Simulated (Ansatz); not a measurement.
## alpha quartz: the defect B on the Si site + 1 H

Calculation: PBE, PAW (plane waves to 420 eV; Ansatz, an electronic-structure program). Cell and caveats: 72-site cell; 2×2×2 Γ-centred k-points; start: the Si site; H antibonding at the dopant; finite-size errors of tenths of an eV; flagged in the runs: a host whose relaxation on this sampling wasn't shown to rest.

Neighbours after relaxation, in Å: of the B atom: O 1.37, O 1.38, O 1.39, O 2.40; of the H atom: O 0.97, Si 2.24, O 2.31, O 2.61, O 2.65, B 2.73, O 2.77.

Formation energies E_f are those of the neutral cell. Chemical conditions: O-rich (Δμ(Si) = -8.33 eV, Δμ(H) = -1.25 eV, Δμ(B) = -5.92 eV, bounded by H2O molecule, B2O3 (P3_121); only phases computed here count, gases as isolated molecules at 0 K). Reference phases: B: alpha boron, H: H2 molecule in a box, Si: silicon.

| charge | moment (μB) | point group | largest move off a lattice site (Å) | E_f, O-rich (eV) |
|---|---|---|---|---|
| 0 | not spin-polarised | C1 | 0.60 | 0.37 |

Point groups are those of the whole cell at tolerances of 0.03 and 0.1 Å ("near" where only the looser one holds); none is given for unsettled states.

No other site or start that was run ended lower by more than 0.1 eV.

Flagged in the runs: a host whose relaxation on this sampling wasn't shown to rest.
